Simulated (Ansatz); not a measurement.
## Au: response to strain

Start from Au in the fcc (Cu type) structure (space group Fm-3m, No. 225).

```yaml
crystal:
  lattice:
    - [0.00000, 2.04172, 2.04172]
    - [2.04172, 0.00000, 2.04172]
    - [2.04172, 2.04172, 0.00000]
  atoms:
    - { symbol: Au, position: [0.00000, 0.00000, 0.00000] }
```

Cartesian axes are those of the cell as printed.

Strains are applied to the cell and any free atomic positions relax; under biaxial strain the out-of-plane vector relaxes too.

Levels (all Ansatz, a first-principles code, PAW): PBEsol (420 eV, no SOC); r2SCAN (500 eV, no SOC).

Pressures by level, all at the geometries relaxed with PBEsol:

```json
[
 {"case": "base", "PBEsol": "0.0 GPa", "r2SCAN": "5.1 GPa"},
 {"case": "biaxial strain +1.07 %, plane normal [001], relaxed out of plane", "PBEsol": "-0.5 GPa", "r2SCAN": "4.5 GPa"},
 {"case": "biaxial strain +0.55 %, plane normal [111], relaxed out of plane", "PBEsol": "-0.6 GPa", "r2SCAN": "4.4 GPa"},
 {"case": "biaxial strain +1.07 %, plane normal [111], relaxed out of plane", "PBEsol": "-1.2 GPa", "r2SCAN": "3.9 GPa"},
 {"case": "uniaxial strain ε_xx = −3.72 %", "PBEsol": "7.4 GPa", "r2SCAN": "12.9 GPa"},
 {"case": "tensor shear ε_yz = −0.20 %", "PBEsol": "0.0 GPa", "r2SCAN": "5.1 GPa"}
]
```

Single points use the geometry relaxed with PBEsol. Their cutoffs differ, which shifts pressures a little. Without a gap, meshes like the base's 20×20×20 leave anisotropic stresses uncertain by several tenths of a GPa, and small strain energies with them. Whether these cells are dynamically stable was not tested.
